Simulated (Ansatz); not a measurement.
**Converging the plane-wave cutoff: BaTiO₃ (R3m, 5 atoms in the cell)**

```xyz
5
Lattice="2.8340 1.6362 2.3239 -2.8340 1.6362 2.3239 0.0000 -3.2724 2.3239" Properties=species:S:1:pos:R:3 pbc="T T T"
Ba     0.0000     0.0000     0.0510
Ti     0.0000     0.0000     3.5788
O     -1.3908     0.8030     4.5493
O      0.0000    -1.6060     4.5493
O      1.3908     0.8030     4.5493
```

Computed with LDA (PW92), default PAW files made with PBE (plane waves; Ansatz, a first-principles code).

Base settings: basis.ecutwfc = 420 eV; kpoints.mp_grid.grid = 6 6 6; hamiltonian.xc = lda; hamiltonian.pseudopotentials = {kind: paw} (the program's default PAW files); scf.occupations.method = fermi_dirac; scf.occupations.width = 0.01 eV.

The second cell is the first with its lattice scaled by 0.98.

The mesh stays at the base's, so the ladder's end is converged at best in this setting alone.

The first pressure column holds Ansatz's estimate of the finite-basis (Pulay) stress, which hides part of the cutoff error; the other is without it.

Only quantities that move along the ladder and can be compared are tabulated.

The count of work is k-points × plane waves × bands × iterations; it is no time. 

The starting cell comes from a database of computed structures (which also holds hypothetical and non-ambient phases and stackings), without a prior relaxation at this level. Its lattice was rescaled by up to half a per cent. One atom was moved a little off its site on purpose. In the base run, with a pressure of about -7 GPa the cell is away from its equilibrium volume at this level.

| basis.ecutwfc | free energy less the last step's (meV/atom) | energy of the compressed cell less the first (meV/atom) | pressure (GPa) | pressure without the Pulay estimate (GPa) | largest difference of a force vector from the last step's (eV/Å) | count of work / last |
|---|---|---|---|---|---|---|
| 145 eV | 19225.55 | 189.33 | 15.30 | -500.93 | 0.734 | 0.071 |
| 170 eV | 10736.75 | 117.21 | 16.17 | -351.56 | 5.193 | 0.096 |
| 190 eV | 6564.52 | 14.97 | 3.20 | -255.50 | 3.392 | 0.096 |
| 210 eV | 3926.31 | 21.35 | -4.83 | -179.49 | 1.729 | 0.11 |
| 230 eV | 2344.92 | -16.01 | -8.55 | -124.50 | 0.360 | 0.12 |
| 250 eV | 1399.21 | -28.89 | -9.91 | -86.22 | 0.502 | 0.15 |
| 295 eV | 407.09 | -11.38 | -8.22 | -36.51 | 0.439 | 0.16 |
| 335 eV | 119.87 | -8.44 | -6.85 | -17.61 | 0.060 | 0.19 |
| 380 eV | 25.71 | -8.22 | -6.89 | -9.75 | 0.003 | 0.22 |
| 420 eV | 6.08 | -8.22 | -6.89 | -7.64 | 0.002 | 0.27 |
| 460 eV | 1.77 | -8.13 | -6.87 | -7.03 | 0.001 | 0.30 |
| 505 eV | 0.99 | -8.09 | -6.86 | -6.88 | 0.002 | 0.36 |
| 565 eV | 0.84 | -8.11 | -6.86 | -6.87 | 0.002 | 0.41 |
| 630 eV | 0.71 | -8.12 | -6.87 | -6.88 | 0.002 | 0.49 |
| 735 eV | 0.57 | -8.12 | -6.87 | -6.88 | 0.001 | 0.62 |
| 840 eV | 0.29 | -8.13 | -6.87 | -6.89 | 0.000 | 0.77 |
| 1010 eV | 0.00 | -8.14 | -6.87 | -6.87 | 0.000 | 1.0 |

Coarsest basis.ecutwfc that holds the energy of the compressed cell less the first within 0.2 meV/atom of the last step, with all finer ones: 380 eV, at 0.22 of the last step's count of work; the step before is off by 0.30 meV/atom.

Coarsest basis.ecutwfc that holds the pressure within 0.2 GPa of the last step, with all finer ones: 335 eV, at 0.19 of the last step's count of work; the step before is off by 1.4 GPa.

Coarsest basis.ecutwfc that holds the pressure without the Pulay estimate within 0.5 GPa of the last step, with all finer ones: 460 eV, at 0.30 of the last step's count of work; the step before is off by 0.76 GPa.

The energy difference between the two cells stays within 1 meV/atom of the last step's from 335 eV on, the total only from 505 eV on: much of the error is common to both cells and cancels.

At the lowest cutoff the pressure without the Pulay estimate lies 494 GPa under the last step's, the usual sign of Pulay stress in an incomplete plane-wave basis.

Keys are those of Ansatz 0.2.
